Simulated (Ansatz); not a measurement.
## Ga2O3: pressure series

Base system: Ga2O3 in the corundum structure (space group R-3c, No. 167; a = 4.9845 Å, c = 13.4410 Å (hexagonal axes)).

Cell and atoms are relaxed at each pressure.

Computed with r2SCAN (Ansatz, a quantum-chemistry and plane-wave program, PAW, no spin-orbit coupling), earlier PAW set.

```
P (GPa)  V (Å³/atom)
-------  -----------
-2.00          9.725
-1.00          9.682
3.00           9.520
7.00           9.372
15.00          9.108
30.00          8.699
50.02          8.267
75.02          7.842
100.00         7.497
```

### Question
Fit a third-order Birch–Murnaghan equation of state.

### Answer
Least squares on P(V) = (3B₀/2)[(V₀/V)^(7/3) − (V₀/V)^(5/3)]·[1 + (3/4)(B₀′ − 4)((V₀/V)^(2/3) − 1)] gives V₀ = 9.64 Å³/atom, B₀ = 237 GPa and B₀′ = 4.1.

Between the base and pressure 15 GPa the gap moves from 3.57 eV to 4.21 eV, a mean slope of 43 meV/GPa.

Load acts through the strain it causes; cell and atoms are relaxed under it. Stability against distortions was not tested. Competing high-pressure phases were not computed.
